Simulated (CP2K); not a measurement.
A self-consistent single point of Cu₂Te (P6/mmm, 6 atoms in the cell) with CP2K.

Method: CP2K with LDA (Pade form), GPW, DZVP-MOLOPT-SR-GTH basis, GTH-PADE potentials (GTH_POTENTIALS).

```
Cu2Te
1.0
    4.37244     0.00000     0.00000
   -2.18622     3.78665     0.00000
    0.00000     0.00000     8.65900
Cu Te
4 2
Direct
  0.66667   0.33333   0.15195
  0.33333   0.66667   0.84805
  0.33333   0.66667   0.15195
  0.66667   0.33333   0.84805
  0.00000   0.00000   0.26619
  0.00000   0.00000   0.73381
```

Reference input (self-consistent single point, DFT PBEsol, GPW, DZVP-MOLOPT-SR-GTH basis, GTH-PBE potentials (GTH_POTENTIALS)): CUTOFF = 600 Ry; REL_CUTOFF = 50 Ry; SMEAR/METHOD = GAUSSIAN; SIGMA = 0.136 eV; KPOINTS/SCHEME = MONKHORST-PACK 7 7 3; XC_FUNCTIONAL = PBE:PBESOL; Cu/BASIS_SET = DZVP-MOLOPT-SR-GTH-q11; Cu/POTENTIAL = GTH-PBE-q11; Te/BASIS_SET = DZVP-MOLOPT-SR-GTH-q6; Te/POTENTIAL = GTH-PBE-q6; METHOD = GPW; EPS_DEFAULT = 1e-10. This run's input differs from it in these lines:

```diff
@@ -43,6 +43,3 @@
     &XC
-      &XC_FUNCTIONAL
-        &PBE
-          PARAMETRIZATION PBESOL
-        &END PBE
+      &XC_FUNCTIONAL PADE
       &END XC_FUNCTIONAL
@@ -81,3 +78,3 @@
       BASIS_SET DZVP-MOLOPT-SR-GTH-q11
-      POTENTIAL GTH-PBE-q11
+      POTENTIAL GTH-PADE-q11
     &END KIND
@@ -85,3 +82,3 @@
       BASIS_SET DZVP-MOLOPT-SR-GTH-q6
-      POTENTIAL GTH-PBE-q6
+      POTENTIAL GTH-PADE-q6
     &END KIND
```

Output (repeated stretches shortened):

```
 SCF WAVEFUNCTION OPTIMIZATION

  Step     Update method      Time    Convergence         Total energy    Change
     1 NoMix/Diag. 0.30E+00      -     0.27009859      -208.8291968104 -2.09E+02
     2 Broy./Diag. 0.30E+00      -     0.22637801      -215.1620169369 -6.33E+00
     3 Broy./Diag. 0.30E+00      -     0.01848565      -208.4403453794  6.72E+00
     4 Broy./Diag. 0.30E+00      -     0.03211930      -208.8217254513 -3.81E-01
     5 Broy./Diag. 0.30E+00      -     0.00668850      -208.9732681171 -1.52E-01
     6 Broy./Diag. 0.30E+00      -     0.00184822      -208.7518184691  2.21E-01
   [... 5 lines left out ...]
    12 Broy./Diag. 0.30E+00      -     0.00005481      -208.7707733216 -1.13E-03
    13 Broy./Diag. 0.30E+00      -     0.00000893      -208.7710261992 -2.53E-04
    14 Broy./Diag. 0.30E+00      -     0.00001162      -208.7709980598  2.81E-05
    15 Broy./Diag. 0.30E+00      -     0.00000094      -208.7710164502 -1.84E-05
  *** SCF run converged in    15 steps ***

  Overlap energy of the core charge distribution:               0.00000004015747
  Self energy of the core charge distribution:               -292.93426679167021
  Core Hamiltonian energy:                                     93.51081286367884
  Hartree energy:                                              24.49852510899187
  Exchange-correlation energy:                                -33.84534850982737
  Smearing free energy correction:                             -0.00073916262158
  Fermi energy:                                                 0.11785279059697

  Total energy:                                              -208.77101645020682
  Total energy (extrapolated to sigma->0):                   -208.77064686889602

                     Mulliken Population Analysis

   [... lines left out ...]

 STRESS| Analytical stress tensor [bar]
 STRESS|                        x                   y                   z
 STRESS|      x       -7.64402396791E+04   4.57650461825E-02   7.00605742018E-08
 STRESS|      y        4.57650461825E-02  -7.64402459392E+04   1.81604798769E-03
 STRESS|      z        7.00605742018E-08   1.81604798769E-03  -3.35916865481E+04
 STRESS| 1/3 Trace                                            -6.21573907221E+04
```

The run converged in 15 iterations. Against the reference run the pressure goes from -3.56 to -6.22 GPa and the largest force goes from 0.234 to 0.512 eV/Å.

The starting cell comes from a database of computed structures (which also holds hypothetical and non-ambient phases and stackings), without a prior relaxation at this level. Its lattice was rescaled by a random factor within 2.5 % of one. Spin polarisation is off. Values carry the incompleteness of an atom-centred basis. With a pressure of about -6 GPa the cell is away from its equilibrium volume at this level. The run gives no clean gap (levels at the Fermi energy touch, overlap or are partly filled at this smearing), which alone does not show that the compound is a metal.

Cost on one core of a shared machine: roughly 2 min.
